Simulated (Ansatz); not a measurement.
Take ZnO in the wurtzite structure (space group P6_3mc, No. 186; a = 3.279 Å, c = 5.294 Å) as the base. Axes: x lies along a and z along c of the hexagonal cell.

Calculations: Ansatz (a program for electronic structure) PBE, without spin-orbit coupling.

Perturbation: every lattice vector is shortened by 0.60 %, atoms relaxed at fixed cell.

Question: Predict the stress tensor and what it implies for the stiffness.

Answer: Stress of the strained cell less that of the base (GPa, compression positive):
```
   2.43    0.00    0.00
   0.00    2.43    0.00
   0.00    0.00    2.40
```

Then B = −ΔP/(ΔV/V₀) with ΔV/V₀ = -0.0179 gives secant stiffness values (nonlinear terms included at this strain): B (at held cell shape, above the free-shape value) ≈ 135 GPa.

Whether these cells are dynamically stable was not tested.
